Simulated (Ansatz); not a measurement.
The parent structure is NiO in the rock salt structure (space group Fm-3m, No. 225; a = 4.116 Å; ferromagnetic).

The values are results of PBEsol/PAW in Ansatz (a program for electronic structure), scalar-relativistic without spin-orbit coupling, not measurements.

For the base:

| Quantity | Result |
|---|---|
| Lattice parameter a | 7.777 bohr |
| Largest site moment | 1.02 μB |
| Magnetic state | ferromagnetic |

Modification: a hydrostatic pressure of 10 GPa.

Task: What happens to the lattice parameter a, largest site moment and magnetic state?

Result: The lattice parameter a drops by 0.127 bohr, from 7.777 bohr to 7.650 bohr; the largest site moment decreases by 0.36 μB (1.02 μB → 0.66 μB); the magnetic state stays ferromagnetic.

Load acts through the strain it causes; cell and atoms are relaxed under it. Stability against distortions was not tested. No other phases were tried under pressure. No Hubbard U is applied and the magnetic state is the run's own (NiO ferromagnetic); small cells can't hold the antiferromagnetic order that many such compounds have, so gaps and moments can be off. In its common phase, real NiO is an antiferromagnetic insulator at low temperature.
